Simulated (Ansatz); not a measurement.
# CsPbCl3: stress against strain

CsPbCl3 (cubic perovskite, Pm-3m, 33.655 Å³/atom at rest) under an equal strain ε in the (001) plane with the normal axis free, as in a coherent film. LDA in Ansatz, a plane-wave DFT program (PAW, default set), 420 eV, 6×6×6 Γ-centred mesh, Fermi-Dirac smearing 0.05 eV; ions are relaxed within the symmetry of each cell. Stress is positive for a compressed cell.

Here s stands for strain and y for stress xx.

```
strain (%)  stress xx (GPa)
----------  ---------------
-1.20                  1.01
-0.60                  0.48
0.00                   0.00
0.60                  -0.45
1.20                  -0.86
3.00                      ?
```

Taking a straight line for y over the 5 complete rows: Means: s 0, y 0.036. About the means, the sum of products is -2.8020 and the sum of squares of s is 3.6000; the slope is their ratio. Least squares gives y = 0.036 - 0.7783·s. Residuals (row less fit): 0.040, -0.023, -0.036, -0.019, 0.038; standard error 0.042 (degrees of freedom: 3). The slope gives the biaxial elastic modulus of this plane = 78 ± 2 GPa.

What does the fit predict for y at s = 3.00, and how far is the calculated value from it?

y = 0.036 - 0.7783 × 3.0 = -2.299 GPa. The calculation gives -1.92 GPa, 0.379 GPa above the prediction (12.9 % of the range of y in the table). The row lies outside the fitted rows, so this is an extrapolation. From the scatter of the fitted rows alone, a prediction at this place has a standard error of 0.080 GPa, so the miss is 4.7 times that.

One order more, fitted to all 11 runs of the series, follows each within 0.01, so the miss is the next term of a smooth law. The primitive cell can neither tilt nor turn polar against its symmetry, as such crystals can under strain. CsPbCl3 is here the ideal cubic form; the compound distorts at low or room temperature. Rows are the converged runs of the series near zero and its far end; series whose fitted rows scatter by over a few per cent of the range, as at a crossing or softening among them, aren't shown in this form. Most that stay on the fit to the last digits aren't either.
